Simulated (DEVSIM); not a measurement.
System: Si p+/n-/n+ power diode, at 400 K.

```tsv
layer (left to right)	material	thickness (μm)	Nd (cm⁻³)	Na (cm⁻³)	τn (s)	τp (s)
1	Si	4.00	-	6.9e18	0.00058	0.00058
2	Si	79.0	5.5e14	-	0.00058	0.00058
3	Si	6.80	2.9e18	-	0.00058	0.00058
```

Left contact: ohmic. Right contact: ohmic. Voltage is applied to the left contact. Recombination: SRH at mid-gap, radiative. Mobility is μmin + (μ − μmin)/(1 + (N/Nref)^α).

This is a model device: material constants are rounded textbook-type values typed into the input, and sizes, dopings and lifetimes were drawn at random. Values at 300 K; Nc and Nv go as T^1.5, mobilities as T to minus their exponent, the gap by Varshni's rule with the affinity fixed.

```csv
parameter,Si
gap (eV),1.124
affinity (eV),4.05
permittivity,11.7
Nc (cm⁻³),2.86e19
Nv (cm⁻³),3.1e19
μn (cm²/Vs),1417
μp (cm²/Vs),470
"μn,min",52
"μp,min",45
"Nref,n",9.7e16
"Nref,p",2.2e17
αn,0.68
αp,0.72
T exponent of μn,2.3
T exponent of μp,2.2
B (cm³/s),4.7e-15
Varshni α (eV/K),0.000473
Varshni β (K),636
```

Model (solved in DEVSIM): 1D drift-diffusion, Boltzmann statistics, complete ionisation; no tunnelling, impact ionisation, image-force lowering or self-heating.

**Question.** Tabulate band edges, carrier densities and field at 0.9 V on the left contact.

**Answer.** Energies count from the Fermi level of the right contact; mesh points crowd at the junctions.

| x (μm) | Ec (eV) | Ev (eV) | n (cm⁻³) | p (cm⁻³) | field (V/cm) |
|---|---|---|---|---|---|
| 0.000 | 0.130 | -0.967 | 4700000 | 6.9e18 | ≈ 0 |
| 0.07947 | 0.130 | -0.967 | 8.0e15 | 6.9e18 | ≈ 0 |
| 0.4188 | 0.130 | -0.966 | 4.2e16 | 6.9e18 | ≈ 0 |
| 1.868 | 0.132 | -0.965 | 1.8e17 | 7.1e18 | ≈ 0 |
| 3.708 | 0.133 | -0.963 | 3.6e17 | 7.3e18 | ≈ 0 |
| 3.950 | 0.133 | -0.963 | 3.8e17 | 7.3e18 | ≈ 0 |
| 4.011 | 0.083 | -1.013 | 1.7e18 | 1.7e18 | -1700 |
| 4.222 | 0.083 | -1.014 | 1.7e18 | 1.7e18 | ≈ 0 |
| 5.043 | 0.083 | -1.013 | 1.7e18 | 1.7e18 | ≈ 0 |
| 8.611 | 0.085 | -1.012 | 1.6e18 | 1.6e18 | ≈ 0 |
| 24.11 | 0.091 | -1.006 | 1.6e18 | 1.6e18 | ≈ 0 |
| 71.86 | 0.112 | -0.985 | 1.3e18 | 1.3e18 | ≈ 0 |
| 80.45 | 0.116 | -0.981 | 1.3e18 | 1.3e18 | ≈ 0 |
| 82.43 | 0.117 | -0.980 | 1.2e18 | 1.2e18 | ≈ 0 |
| 82.94 | 0.117 | -0.979 | 1.2e18 | 1.2e18 | ≈ 0 |
| 83.00 | 0.084 | -1.012 | 3.2e18 | 4.8e17 | -6700 |
| 83.11 | 0.083 | -1.014 | 3.4e18 | 4.5e17 | 14 |
| 83.55 | 0.083 | -1.013 | 3.3e18 | 4.3e17 | 15 |
| 86.79 | 0.088 | -1.008 | 3.1e18 | 2.2e17 | 16 |
| 89.12 | 0.093 | -1.004 | 3.0e18 | 5.2e16 | 18 |
| 89.66 | 0.094 | -1.003 | 2.9e18 | 1.1e16 | 19 |
| 89.80 | 0.094 | -1.003 | 2.9e18 | 1.1e7 | 19 |
